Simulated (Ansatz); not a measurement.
Where the default PAW files enter, the runs use the earlier of Ansatz's two default sets.

By PBEsol, the system below comes out a metal.

A figure of merit of an interconnect metal is its ballistic conductance per area.

Here is the system:

```
TiSi2
1.0
    3.45961     0.00000     0.00000
   -1.72980     6.62409     0.00000
    0.00000     0.00000     3.49387
Ti Si
2 4
Direct
  0.89688   0.79376   0.75000
  0.10312   0.20624   0.25000
  0.55825   0.11650   0.75000
  0.44175   0.88350   0.25000
  0.24969   0.49938   0.75000
  0.75031   0.50062   0.25000
```

Space group of this cell: Cmcm. The cell is strained (all lengths scaled by 0.98); by PBEsol its mean pressure is 7.5 GPa.

The current flows along the normal of the first two printed cell vectors. No spin-orbit coupling; the value is a mean over 0.1 eV about the Fermi level.

Problem. Predict the ballistic conductance per area from PBEsol in Ansatz (a quantum-chemistry and plane-wave program).

Solution. 0.40 × 10¹⁵ S/m² for both spins.
